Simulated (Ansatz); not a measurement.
The parent structure is KMgF3 in the cubic perovskite structure (space group Pm-3m, No. 221).

```xyz
5
Lattice="3.9913 0.0000 0.0000 0.0000 3.9913 0.0000 0.0000 0.0000 3.9913" Properties=species:S:1:pos:R:3 pbc="T T T"
K      0.0000     0.0000     0.0000
Mg     1.9957     1.9957     1.9957
F      1.9957     0.0000     1.9957
F      0.0000     1.9957     1.9957
F      1.9957     1.9957     0.0000
```

Cartesian axes are those of the cell as printed.

Computed with plane-wave PAW DFT at the PBEsol level (Ansatz, a quantum-chemistry and plane-wave program, 420 eV), no spin-orbit coupling.

For the base:

Band gap: 7.12 eV
Electron mass: 0.51 mₑ (at Γ)

The change: the cell is stretched by 2.40 % along z with no lateral relaxation; the atoms relax in the strained cell.

Task: What happens to the stress, band gap and electron mass?

Result: The stress (xx, yy, zz, yz, xz, xy; compression positive) is (-0.89, -0.89, -2.91, 0.00, 0.00, 0.00) GPa; the band gap decreases by 0.184 eV, from 7.12 eV to 6.93 eV; the electron mass stays 0.51 mₑ (at Γ).

Effective masses come from finite differences of ±0.01 Å⁻¹. Stability against distortions was not tested.
